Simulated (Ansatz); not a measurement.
Consider Ir in the fcc (Cu type) structure (space group Fm-3m, No. 225; a = 3.831 Å; relaxed with 0.1 eV smearing). Axes: x, y, z lie along the cube axes.

Level of theory: Kohn–Sham DFT with the PBEsol functional, run in Ansatz (an electronic-structure program) with PAW and 420 eV plane waves, spin-orbit coupling left out.

Base values:

* **Pressure**: 0.0 GPa

Perturbation: biaxial strain −3.74 %, plane normal [001], relaxed out of plane (Cartesian); in-plane vectors clamped, the third vector and the atoms free.

What happens to the energy relative to the base, out-of-plane strain and pressure?

The energy grows by 96 meV/atom; the out-of-plane strain is +3.15 %; the pressure (mean of the normal stresses, compression positive) goes from zero to 20.8 GPa.

Whether these cells are dynamically stable was not tested. The final runs are not spin-polarised.
